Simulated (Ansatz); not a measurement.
Level of theory: PBE (plane waves to 420 eV, PAW; Ansatz, a quantum-chemistry and plane-wave program).

Planar average of the electrostatic potential across the slab, in eV from the highest filled level, for the (111)A surface of zinc-blende GaAs, Ga-terminated, 2x2 with 3 NH2 on 4 top atoms (bottom of the slab: 3 H on 4 bottom sites):

```
z (Å)  V (eV)
-----  ------
4.02     4.51
4.31     4.51
4.59     4.51
4.88     4.51
5.17     4.51
5.45     4.51
5.74     4.51
6.03     4.51
6.31     4.51
6.60     4.50
6.89     4.47
7.18     4.42
7.46     4.30
7.75     4.01
8.04     3.18
8.32     2.24
8.61     1.97
8.90     0.88
9.19    -0.91
9.47    -2.00
9.76    -3.54
10.05   -5.23
10.33   -5.88
10.62   -4.66
10.91   -2.41
11.19    0.02
11.48    2.08
11.77    2.58
12.06    1.44
12.34   -0.69
12.63   -1.42
12.92   -2.21
13.20   -4.58
13.49   -6.22
13.78   -5.20
14.06   -3.14
14.35   -1.11
14.64    1.28
14.93    2.59
15.21    2.39
15.50    0.45
15.79   -1.15
16.07   -1.55
16.36   -3.15
16.65   -5.55
16.94   -6.07
17.22   -4.22
17.51   -2.30
17.80   -0.06
18.08    2.05
18.37    2.63
18.66    1.61
18.94   -0.73
19.23   -1.91
19.52   -2.42
19.81   -4.23
20.09   -5.87
20.38   -4.97
20.67   -2.66
20.95   -0.72
21.24    1.40
21.53    3.13
21.81    3.10
22.10    1.41
22.39    0.12
22.68   -0.42
22.96    1.49
23.25    3.81
23.54    4.48
23.82    4.73
24.11    4.83
24.40    4.86
24.69    4.88
24.97    4.88
25.26    4.89
25.55    4.89
25.83    4.89
26.12    4.89
26.41    4.89
26.69    4.89
26.98    4.89
27.27    4.89
```

Slab: 44 atoms, 14.9 Å thick at the start with caps and adatoms; k 3x3x1, smearing 0.025 eV, dipole-corrected; 8 atoms held, the rest relaxed; no symmetry held; no spin, no spin-orbit, no U. It is one candidate, not shown to be the stable structure of the face.

### Question
The surface cell has an area of 57.18 Å². What dipole along the normal does the step between the two vacuum levels imply?

### Answer
the top vacuum level lies 0.37 eV above the bottom one; p = −ε₀ A ΔV (ε₀ = 0.005526 e/(V·Å)) gives -0.12 e·Å a cell.
